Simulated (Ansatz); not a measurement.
Adsorption energy and surface dipole of H on the 1x1 (111) surface of fcc Rh, one in a 2x1 cell, started at the site 'hollow Rh-Rh-Rh over Rh at depth 4.4 Å', worked from the runs' numbers; total energies count from the potentials' own zero.

Calculation: PBE (plane waves to 420 eV, PAW; Ansatz, an electronic-structure program).

Slab: 9 atoms, 6.5 Å thick at the start under the adsorbate (thin: gaps and levels are the slab's own); k 6x12x1, smearing 0.1 eV, dipole-corrected; 4 atoms held, the rest relaxed; held to the start's symmetry, so lower structures may exist; no spin, no spin-orbit, no U, no dispersion correction. At the end it is bonded to 3 Rh. In PBE it is, or lies within 0.03 eV of, the lowest of the starts that converged.

```tsv
quantity	value
slab with the adsorbate	-51236.259 eV
clean slab, same cell and mesh	-51219.846 eV
reference, ½ H2(g)	-15.872 eV
area of the cell	12.70 Å²
change of the step from the bottom to the top vacuum level	0.068 eV
```

Task: What is the adsorption energy against this reference?

Result: E(slab + adsorbate) − E(slab) − E(reference) = -0.54 eV, so in this state the adsorbate is more stable than in the reference, at a coverage of 7.87 a nm².
